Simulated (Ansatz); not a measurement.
Where the default PAW files enter, the runs use the earlier of Ansatz's two default sets.

# Evanescent states of Si3N4 (P6_3/m, 14 atoms a cell, 10.4 Å³ an atom) along the normal of (001)

Method: r2SCAN (plane waves, PAW; Ansatz, a program for electronic structure).

The gap is the functional's own, uncorrected, and κ follows it; spin-orbit coupling is left out. Mid-gap values are interpolated between the computed energies.

Energies count from the valence-band top; κ is the least over a 6×6 mesh across the current.

```
E (eV)  κ (1/Å)  where
------  -------  -----
0.12      0.218      Γ
0.34      0.281  off Γ
0.57      0.309      Γ
0.81      0.329      Γ
1.03      0.343      Γ
1.26      0.355      Γ
1.50      0.361      Γ
1.73      0.356      Γ
1.96      0.350      Γ
2.19      0.342      Γ
2.42      0.332      Γ
2.65      0.322      Γ
2.88      0.310      Γ
3.10      0.297      Γ
3.33      0.282      Γ
3.56      0.265      Γ
3.79      0.246      Γ
4.03      0.224      Γ
4.25      0.198      Γ
4.49      0.166      Γ
4.71      0.125      Γ
4.95      0.057      Γ
```

Question: How thick must the barrier be to attenuate the transmission by 10^6 when the electrodes' Fermi level lies at 1.50 eV, and what attenuation does that film give at 1.03 eV?

Answer: d = 6 ln 10 / (2 × 0.361) = 19.1 Å. At 1.03 eV it gives 6 × 0.343/0.361 = 5.7 decades.
